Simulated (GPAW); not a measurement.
Band structure of CaSe (Fm-3m, 2 atoms in the cell).

```yaml
crystal:
  lattice:
    - [0.00000, 2.96000, 2.96000]
    - [2.96000, 0.00000, 2.96000]
    - [2.96000, 2.96000, 0.00000]
  atoms:
    - { symbol: Ca, position: [0.00000, 0.00000, 0.00000] }
    - { symbol: Se, position: [0.50000, 0.50000, 0.50000] }
```

Method: PBE, GPAW PAW datasets PBE (gpaw-data 1.0.1) (plane waves; GPAW).

Settings: mode = pw; ecut = 550 eV; xc = PBE; kpts = 5 5 5; mesh shift (steps) = 0 0 0; occupations.name = fermi-dirac; occupations.width = 0.02 eV; nbands = -6; convergence.density = 1e-05 e/electron; convergence.energy = 1e-05 eV/electron; convergence.bands = -4; symmetry.symmorphic = false; symmetry.tolerance = 0.0005; maxiter = 120.

The starting cell has typed, rounded lattice constants, without a prior relaxation at this level.

### Question
Predict the gap along the standard path and the places of the band edges.

### Answer
The gap along the path is 2.05 eV, from Γ to X; the smallest direct gap on it is 2.99 eV.

Levels in eV from the top of the valence band on the SCF mesh, bands 5 to 12:
```csv
point,5,6,7,8,9,10,11,12
Γ,-11.77,0.00,0.00,0.00,3.34,3.71,3.71,3.71
X,-11.19,-2.52,-0.93,-0.93,2.05,5.01,5.05,5.97
W,-11.11,-1.98,-1.98,-1.66,4.40,4.40,5.22,5.69
K,-11.12,-2.25,-2.04,-1.10,3.29,5.64,5.68,5.68
L,-11.08,-3.27,-1.17,-1.17,4.51,5.45,5.47,5.47
U,-11.12,-2.25,-2.04,-1.10,3.29,5.64,5.68,5.68
```
